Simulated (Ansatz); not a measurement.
**What pressure −1 GPa does to Mg3Sb2**

The parent structure is Mg₃Sb₂ (space group P-3m1, No. 164; a = 4.567 Å, c = 7.247 Å).

It is then changed as follows: a negative pressure, −1 GPa.

All numbers come from r2SCAN (Ansatz, an electronic-structure program; PAW; 500 eV plane waves; spin-orbit coupling left out). Settings: 12×12×7 k-points, 0.05 eV Fermi–Dirac smearing.

The volume per atom rises by 0.61 Å³ (26.18 Å³ → 26.79 Å³) and the density shrinks by 0.09 g/cm³ (4.01 g/cm³ → 3.92 g/cm³). The c/a ratio rises by 0.003 (1.587 → 1.590) and the shortest interatomic distance goes up by 0.017 Å (2.819 Å → 2.836 Å). The enthalpy H = E + PV relative to the base's energy amounts to -0.17 eV/atom and the band gap rises by 0.02 eV to 0.63 eV. The gap character becomes indirect, Γ → k = (0, 0.417, 0.286) in the run's primitive reciprocal basis (base: indirect, Γ → K) and the smallest direct gap falls by 0.076 eV (1.78 eV → 1.71 eV). The valence-band top at Γ (three highest levels, from the VBM) goes from 0.00, -0.41, -0.41 eV to 0.00, -0.38, -0.38 eV.

Spin-orbit coupling, missing from the scalar runs, can matter with Sb. Load acts through the strain it causes; cell and atoms are relaxed under it. No phonon test of stability was made.
